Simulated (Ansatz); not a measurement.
# WSi (model structure, started from the CrB type, Cmcm, No. 63, 4 atoms in the cell)

The numbers are results of PBE in Ansatz (PAW), not measurements.

Settings: plane-wave cutoff 500 eV, 10×10×10 k mesh, Fermi–Dirac smearing 0.05 eV, no spin polarisation, scalar-relativistic PAW data made under PBE.

Cell (relaxed at this level):

```yaml
crystal:
  lattice:
    - [1.54501, -4.44588, 0.00000]
    - [1.54501, 4.44588, 0.00000]
    - [0.00000, 0.00000, 4.19202]
  atoms:
    - { symbol: Si, position: [0.58557, 0.41443, 0.25000] }
    - { symbol: Si, position: [0.41443, 0.58557, 0.75000] }
    - { symbol: W, position: [0.86153, 0.13847, 0.25000] }
    - { symbol: W, position: [0.13847, 0.86153, 0.75000] }
```

For WSi (model structure, started from the CrB type, Cmcm, No. 63, 4 atoms in the cell), the band gap is zero (no gap).

Note: the relaxation could raise the start's symmetry but not lower it, so the cell can be a saddle point.

Spin–orbit coupling is not included.

The computed numbers hold no vibrational or temperature effects.

It cost very roughly 50 core-seconds of CPU time.

A model structure was made by putting elements into a prototype or built by hand; it is no filed structure, need not be a known phase, and can be a saddle point held by its symmetry.

Ansatz is a first-principles code.
